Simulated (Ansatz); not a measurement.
Pressure series in HfS2

Consider HfS2 in the CdI2 type structure (space group P-3m1, No. 164; layered, stacked along the Cartesian z axis).

```yaml
crystal:
  lattice:
    - [3.60570, 0.00000, 0.00000]
    - [-1.80285, 3.12262, 0.00000]
    - [0.00000, 0.00000, 5.76762]
  atoms:
    - { symbol: Hf, position: [0.00000, 0.00000, 0.00000] }
    - { symbol: S, position: [0.33333, 0.66667, 0.25252] }
    - { symbol: S, position: [0.66667, 0.33333, 0.74748] }
```

Cell and atoms are relaxed at each pressure.

All numbers come from PBE-D3(BJ) (Ansatz, an electronic-structure program; PAW; 420 eV plane waves; no SOC).

| case | smallest direct gap | volume per atom |
|---|---|---|
| base | 1.81 eV | 21.65 Å³ |
| pressure −1 GPa | 1.89 eV | 22.50 Å³ |
| pressure 0.3 GPa | 1.78 eV | ___ |
| pressure 0.7 GPa | 1.74 eV | 21.22 Å³ |
| pressure 1.5 GPa | 1.67 eV | ___ |
| pressure 3 GPa | 1.55 eV | 20.23 Å³ |
| pressure 5 GPa | ___ | 19.59 Å³ |
| pressure 7.5 GPa | 1.27 eV | 18.95 Å³ |
| pressure 10 GPa | – | 18.41 Å³ |

Q: What belongs in the blanks?

A: 
- pressure 0.3 GPa, volume per atom: 21.45 Å³
- pressure 1.5 GPa, volume per atom: 20.83 Å³
- pressure 5 GPa, smallest direct gap: 1.42 eV

The mesh was chosen for an insulator and is coarse for the gapless case. Spin-orbit coupling, missing from the scalar runs, can matter with Hf. Load acts through the strain it causes; cell and atoms are relaxed under it. No phonon test of stability was made. No other phases were tried under pressure. All final runs are without spin polarisation.
